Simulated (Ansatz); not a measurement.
**How the lattice parameter a of Ge₃Si (model structure, P-4m2, No. 115, 4 atoms in the cell) moves with the method**

No measured value is used here.

```csv
level (code),value (Å)
LDA (Ansatz),?
PBE (Ansatz),4.015
PBEsol (Ansatz),3.965
r²SCAN (Ansatz),3.966
```

Problem. What belongs in the gaps?

Solution. 
- LDA (Ansatz, a quantum-chemistry and plane-wave program), value (Å): 3.932

Cutoffs differ between the levels. Ansatz's density-functional and Hartree–Fock values are scalar-relativistic unless marked +SOC, with PAW data made under PBE.

A model structure was made by putting elements into a prototype or built by hand; it is no filed structure, need not be a known phase, and can be a saddle point held by its symmetry.
